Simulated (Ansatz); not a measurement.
This Ansatz (a first-principles code) input is the reference run, InAs in the zinc blende structure (space group F-43m, No. 216), computed with DFT with r2SCAN, PAW potentials and a 500 eV plane-wave cutoff in Ansatz, no SOC:

Ansatz 0.2 input:
```yaml
crystal:
  lattice:
    - [0, 3.05478123, 3.05478123]
    - [3.05478123, 0, 3.05478123]
    - [3.05478123, 3.05478123, 0]
  atoms:
    - { symbol: In, position: [0, 0, 0] }
    - { symbol: As, position: [0.25, 0.25, 0.25] }
basis: { ecutwfc: 500, ecutrho_ratio: 4, xc_grid: 4, fft_grid_basis: typed }
kpoints: { mp_grid: { grid: [9, 9, 9] } }
hamiltonian:
  xc: r2scan
  dispersion: none
  pseudopotentials: { kind: paw }
scf: { occupations: { method: fermi_dirac, width: 0.05 }, convergence: { dr2_threshold: 0.0000000002 } }
output: { forces: true, stress: true }
checkpoint: { write: state.ck, write_every: 1000 }
```

Task: Write the input for this change: the cell is scaled by 0.9700 in all directions; the atoms relax in the strained cell.

Result: 
Ansatz 0.2 input:
```yaml
crystal:
  lattice:
    - [0, 2.9631377931, 2.9631377931]
    - [2.9631377931, 0, 2.9631377931]
    - [2.9631377931, 2.9631377931, 0]
  atoms:
    - { symbol: In, position: [0, 0, 0] }
    - { symbol: As, position: [0.25, 0.25, 0.25] }
basis: { ecutwfc: 500, ecutrho_ratio: 4, xc_grid: 4, fft_grid_basis: typed }
kpoints: { mp_grid: { grid: [9, 9, 9] } }
hamiltonian:
  xc: r2scan
  dispersion: none
  pseudopotentials: { kind: paw }
scf: { occupations: { method: fermi_dirac, width: 0.05 }, convergence: { dr2_threshold: 0.0000000002 } }
relax: { f_tol: 0.005, max_steps: 50 }
output: { forces: true, stress: true }
checkpoint: { write: state.ck, write_every: 1000 }
```
This is the input that was run.

Whether these cells are dynamically stable was not tested.
